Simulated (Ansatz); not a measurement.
Consider Mg₃SiO in the anti-perovskite structure (space group Pm-3m, No. 221; a = 4.190 Å; a hypothetical phase, not in the database extracts checked).

The values are results of DFT with PBEsol, PAW potentials and a 420 eV plane-wave cutoff in Ansatz (an electronic-structure program), without spin-orbit coupling, not measurements.

One change was made to it. Results:

```json
[
 {"quantity": "density", "base": "2.64 g/cm³", "after": "2.79 g/cm³"},
 {"quantity": "shortest interatomic distance", "base": "209.5 pm", "after": "205.8 pm"},
 {"quantity": "band gap", "base": "zero", "after": "zero"}
]
```

Q: Name the change that was made.
(A) pressure −2 GPa
(B) pressure 1.5 GPa
(C) pressure −1 GPa
(D) pressure 5 GPa

A: D, pressure 5 GPa. For comparison, the density in the other runs: pressure 1.5 GPa gives 2.69 g/cm³; pressure −2 GPa gives 2.58 g/cm³; pressure −1 GPa gives 2.61 g/cm³.

Load acts through the strain it causes; cell and atoms are relaxed under it. Whether these cells are dynamically stable was not tested. Competing high-pressure phases were not computed. All final runs are without spin polarisation. A zero or small gap of Mg3SiO can be the functional's error rather than a property of the material.
